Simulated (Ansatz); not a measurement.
Take SiO₂ in the rutile structure (space group P4_2/mnm, No. 136; a = 4.1549 Å, c = 2.6615 Å) as the base.

Computed with LDA, PAW, 420 eV (Ansatz, an electronic-structure program; spin-orbit coupling left out).

Strains are applied to the cell and any free atomic positions relax.

One change was made to it. Results:

| quantity | base | after |
|---|---|---|
| mean gap deformation potential ΔEg/Δln V | – | -16.8 eV |
| valence-band top at Γ (three highest levels, from the VBM) | 0.00, -0.91, -0.91 eV | 0.00, -0.89, -0.89 eV |
| energy relative to the base (free energy F) | 0 meV/atom | +2.4 meV/atom |
| electron mass | 0.40 mₑ along c, 0.52 mₑ across (at Γ) | 0.39 mₑ along c, 0.50 mₑ across (at Γ) |

**Question.** Which change produced these results?
A) isotropic strain +1.20 %
B) isotropic strain +3.00 %
C) isotropic strain +0.60 %
D) isotropic strain +2.40 %

**Answer.** C, isotropic strain +0.60 %. For comparison, the valence-band top at Γ in the other runs: isotropic strain +1.20 % gives 0.00, -0.87, -0.87 eV; isotropic strain +2.40 % gives 0.00, -0.83, -0.83 eV; isotropic strain +3.00 % gives 0.00, -0.81, -0.81 eV.

Masses are band curvatures over ±0.01 Å⁻¹ around the edge. No phonon test of stability was made.
